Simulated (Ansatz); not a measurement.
```yaml
crystal:
  lattice:
    - [11.00000, 0.00000, 0.00000]
    - [0.00000, 11.00000, 0.00000]
    - [0.00000, 0.00000, 4.74675]
  atoms:
    - { symbol: Ge, position: [0.50000, 0.50000, 0.99009] }
    - { symbol: Ge, position: [0.50000, 0.50000, 0.48991] }
```

Computed with PBE (plane waves to 420 eV, PAW; Ansatz, a quantum-chemistry and plane-wave program). Mesh 1×1×66. No spin polarisation, so a magnetic state wasn't tested. It repeats along c; a and b span vacuum. A model structure. Symmetry and one short period hold its shape; lower forms weren't sought. Values not marked SOC lack spin–orbit coupling.

Q: Say what this body is, and give its properties.

A: Free linear chain of Ge atoms. A hypothetical model.
| Quantity | Value |
|---|---|
| PBE gap | none (under 0.01 eV) |
| crossings of the Fermi level between Γ and the zone edge (49 points) | 3, each for both spins (ideal conductance 3 × 2e²/h) |
| work function (PBE) | 4.96 eV |
